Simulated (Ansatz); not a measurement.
The parent structure is MgB$_{2}$ (space group P6/mmm, No. 191; a = 3.0687 Å, c = 3.5118 Å; relaxed with 0.1 eV smearing).

Method: r2SCAN (Ansatz, a first-principles code; PAW; 500 eV plane waves; no SOC).

Before the change:

```
Item        Value
--------  -------
Pressure  0.0 GPa
Band gap     zero
```

The change: the cell is scaled by 0.9855 in all directions; the atoms relax in the strained cell.

Question: Predict the new pressure, energy relative to the base and band gap.

Answer: The pressure (mean of the normal stresses, compression positive) goes from zero to 7.4 GPa; the energy goes up by 9.2 meV/atom; the band gap is still zero.

No phonon test of stability was made. All final runs are without spin polarisation.
